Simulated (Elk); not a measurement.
A self-consistent single point of Y3Si (Pm-3m, 4 atoms in the cell) with Elk

Method of the run: LDA (PW92), all-electron FP-LAPW, Elk's shipped species files, default APW+lo basis run with Elk 10.2.4.

This input was run:

```
tasks
  0

stype
  0

swidth
  0.00999582

maxscl
  100

avec
    8.6330777401    0.0000000000    0.0000000000
    0.0000000000    8.6330777401    0.0000000000
    0.0000000000    0.0000000000    8.6330777401

sppath
  './'

atoms
  2
  'Y.in'
  3
  0.0000000000  0.5000000000  0.5000000000    0.0 0.0 0.0
  0.5000000000  0.0000000000  0.5000000000    0.0 0.0 0.0
  0.5000000000  0.5000000000  0.0000000000    0.0 0.0 0.0
  'Si.in'
  1
  0.0000000000  0.0000000000  0.0000000000    0.0 0.0 0.0

ngridk
  6 6 6
```

Output, abridged:

```
│ Elk code version 10.2.4 │

All units are atomic (Hartree, Bohr, etc.)

│ Ground-state run starting from atomic densities │

Lattice vectors :
   8.633077740       0.000000000       0.000000000
   0.000000000       8.633077740       0.000000000
   0.000000000       0.000000000       8.633077740

Unit cell volume      :    643.4235539
Brillouin zone volume :   0.3855162155

Muffin-tin inner radius fraction :   0.1000000000E-01

Nuclei treated as point charges

Species :    1 (Y)
 parameters loaded from : Y.in
 name : yttrium
 nuclear charge    :   -39.00000000
 electronic charge :    39.00000000
 atomic mass :    162065.4502
 muffin-tin radius :    2.600000000
 number of radial points in muffin-tin :    597
 atomic positions (lattice), magnetic fields (Cartesian) :
   1 :   0.00000000  0.50000000  0.50000000    0.00000000  0.00000000  0.00000000
   2 :   0.50000000  0.00000000  0.50000000    0.00000000  0.00000000  0.00000000
   3 :   0.50000000  0.50000000  0.00000000    0.00000000  0.00000000  0.00000000

Species :    2 (Si)
 parameters loaded from : Si.in
 name : silicon
 nuclear charge    :   -14.00000000
 electronic charge :    14.00000000
 atomic mass :    51196.73454
 muffin-tin radius :    2.200000000
 number of radial points in muffin-tin :    397
 atomic positions (lattice), magnetic fields (Cartesian) :
   1 :   0.00000000  0.00000000  0.00000000    0.00000000  0.00000000  0.00000000

Total number of atoms per unit cell :    4

Spin treatment :
 spin-unpolarised

Number of Bravais lattice symmetries :   48
Number of crystal symmetries         :   48
Crystal has inversion symmetry
Real symmetric eigensolver will be used

k-point grid :      6     6     6
k-point offset :    0.000000000       0.000000000       0.000000000
k-point set is reduced with full crystal symmetry group
Total number of k-points :       20

Muffin-tin radius times maximum |G+k| :    7.000000000
 using average radius
Maximum |G+k| for APW functions       :    2.800000000
Maximum (1/2)|G+k|²                   :    3.920000000
Maximum |G| for potential and density :    12.00000000
 potential will be trimmed for |G| > 2 gkmax
Constant for pseudocharge density :    8
Radial integration step length :    4

G-vector grid sizes :     35    35    35
Number of G-vectors :    18805

Maximum angular momentum used for
 APW functions                      :    8
 outer part of muffin-tin           :    6
 inner part of muffin-tin           :    1

Total nuclear charge    :   -131.0000000
Total core charge       :    94.00000000
Total valence charge    :    37.00000000
Total excess charge     :    0.000000000
Total electronic charge :    131.0000000

Effective Wigner radius, rₛ :    1.054497813

Number of empty states         :   16
Total number of valence states :   35
Total number of core states    :   94

Total number of local-orbitals :   43

Exchange-correlation functional :      3     0     0
 Perdew-Wang/Ceperley-Alder, Phys. Rev. B 45, 13244 (1992)
 gradient requirement :    0
 local density approximation (LDA)

Smearing type :    0
 Gaussian
Smearing width :   0.9995820000E-02
Effective electronic temperature (K) :    3156.430308

Mixing type :    3
 Broyden mixing, J. Phys. A: Math. Gen. 17, L317 (1984)

Kohn-Sham potential initialised from atomic data

│ Self-consistent loop started │
│ Loop number : 1 │
 total energy                :     -10439.9908445
│ Loop number : 2 │
 total energy                :     -10440.0038361
RMS change in Kohn-Sham potential (target) :   0.3389297127E-01 (  0.1000000000E-05)
Absolute change in total energy (target)   :   0.1299158895E-01 (  0.1000000000E-03)
│ Loop number : 3 │
 total energy                :     -10439.9773516
RMS change in Kohn-Sham potential (target) :   0.3366956262E-01 (  0.1000000000E-05)
Absolute change in total energy (target)   :   0.2323666634E-01 (  0.1000000000E-03)
│ Loop number : 4 │
 total energy                :     -10439.0829730
RMS change in Kohn-Sham potential (target) :   0.2773176709E-01 (  0.1000000000E-05)
Absolute change in total energy (target)   :   0.9001877187     (  0.1000000000E-03)
│ Loop number : 5 │
 total energy                :     -10436.5801336
RMS change in Kohn-Sham potential (target) :   0.1164900623E-01 (  0.1000000000E-05)
Absolute change in total energy (target)   :    2.727886358     (  0.1000000000E-03)
│ Loop number : 6 │
 total energy                :     -10435.3774618
RMS change in Kohn-Sham potential (target) :   0.3576624888E-02 (  0.1000000000E-05)
Absolute change in total energy (target)   :    1.884643329     (  0.1000000000E-03)
│ Loop number : 7 │
 total energy                :     -10434.8626709
RMS change in Kohn-Sham potential (target) :   0.1742302156E-03 (  0.1000000000E-05)
Absolute change in total energy (target)   :   0.9859518307     (  0.1000000000E-03)
│ Loop number : 8 │
 total energy                :     -10434.8634428
RMS change in Kohn-Sham potential (target) :   0.7977673782E-04 (  0.1000000000E-05)
Absolute change in total energy (target)   :   0.2457159929     (  0.1000000000E-03)
│ Loop number : 9 │
 total energy                :     -10434.8739469
RMS change in Kohn-Sham potential (target) :   0.6783415381E-05 (  0.1000000000E-05)
Absolute change in total energy (target)   :   0.5092489669E-01 (  0.1000000000E-03)
│ Loop number : 10 │
 total energy                :     -10434.8733168
RMS change in Kohn-Sham potential (target) :   0.3255697479E-05 (  0.1000000000E-05)
Absolute change in total energy (target)   :   0.1336134902E-01 (  0.1000000000E-03)
│ Loop number : 11 │
 total energy                :     -10434.8733783
RMS change in Kohn-Sham potential (target) :   0.1125301955E-05 (  0.1000000000E-05)
Absolute change in total energy (target)   :   0.3278837237E-02 (  0.1000000000E-03)
│ Loop number : 12 │
 total energy                :     -10434.8733635
RMS change in Kohn-Sham potential (target) :   0.3139112495E-06 (  0.1000000000E-05)
Absolute change in total energy (target)   :   0.8345294082E-03 (  0.1000000000E-03)
│ Loop number : 13 │
 total energy                :     -10434.8733753
RMS change in Kohn-Sham potential (target) :   0.8234073777E-07 (  0.1000000000E-05)
Absolute change in total energy (target)   :   0.1967978915E-03 (  0.1000000000E-03)
│ Loop number : 14 │
 total energy                :     -10434.8733792
RMS change in Kohn-Sham potential (target) :   0.2263685843E-07 (  0.1000000000E-05)
Absolute change in total energy (target)   :   0.4532874482E-04 (  0.1000000000E-03)
Convergence targets achieved

│ Loop number : 15 │

Energies :
 Fermi                       :     0.289372875398
 sum of eigenvalues          :     -6147.23230767
 electron kinetic            :      10752.7026252
 core electron kinetic       :      10573.6672449
 Coulomb                     :     -20849.9547424
 Coulomb potential           :     -16452.5685402
 nuclear-nuclear             :     -1000.72791981
 electron-nuclear            :     -23245.8851051
 Hartree                     :      3396.65828245
 Madelung                    :     -12623.6704723
 xc potential                :     -447.366392660
 exchange                    :     -325.805447890
 correlation                 :     -11.8158166648
 total energy                :     -10434.8733818

Density of states at Fermi energy :    115.4884821
 (states/Hartree/unit cell)

Estimated indirect band gap :   0.5212363381E-02
 from k-point      7 to k-point      2
Estimated direct band gap   :   0.9026103489E-02
 at k-point     15

Charges :
 core                        :    94.00000000
 valence                     :    37.00000000
 interstitial                :    7.947267110
 muffin-tins (core leakage)
  species :    1 (Y)
   atom    1                 :    36.98645614     (  0.9172746005E-05)
   atom    2                 :    36.98645614     (  0.9172746005E-05)
   atom    3                 :    36.98645614     (  0.9172746005E-05)
  species :    2 (Si)
   atom    1                 :    12.09336447     (  0.1336104303E-02)
 total in muffin-tins        :    123.0527329
 total calculated charge     :    131.0078121
 total charge                :    131.0000000
 error                       :   0.7812134111E-02

│ Self-consistent loop stopped │
```

The run converged in 15 iterations. The count includes the last loop, which Elk runs after its targets are met.

The starting cell comes from a database of computed structures (which also holds hypothetical and non-ambient phases and stackings), without a prior relaxation at this level. Its lattice was rescaled by a random factor within 2.5 % of one. Values depend on the basis (sphere radii, cutoffs, local orbitals), which need not be converged. The log's line on a gap gives a spacing of levels on this mesh, which the program prints for metals too.
